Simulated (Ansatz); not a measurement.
Take MoSi2 (space group I4/mmm, No. 139; relaxed with 0.1 eV smearing) as the base.

```
MoSi2
1.0
   -1.60843     1.60843     3.93738
    1.60843    -1.60843     3.93738
    1.60843     1.60843    -3.93738
Mo Si
1 2
Direct
  0.00000   0.00000   0.00000
  0.33507   0.33507   0.00000
  0.66493   0.66493   0.00000
```

Cartesian axes are those of the cell as printed.

Method: plane-wave PAW DFT at the PBE level (Ansatz, a first-principles code, 420 eV), without spin-orbit coupling, earlier PAW set.

Base values:

- Pressure: 0.0 GPa

One thing is altered: tensile biaxial strain of 0.60 % in the plane normal to [001], as in epitaxy on a mismatched substrate; the out-of-plane cell vector and the atoms relax.

Task: Predict the new energy relative to the base.

Result: The energy rises by 1.4 meV/atom.

Task: Predict the new out-of-plane strain.

Result: The out-of-plane strain is -0.21 %.

Task: What happens to the pressure?

Result: The pressure (mean of the normal stresses, compression positive) goes from zero to -1.8 GPa.

Whether these cells are dynamically stable was not tested. All final runs are without spin polarisation.
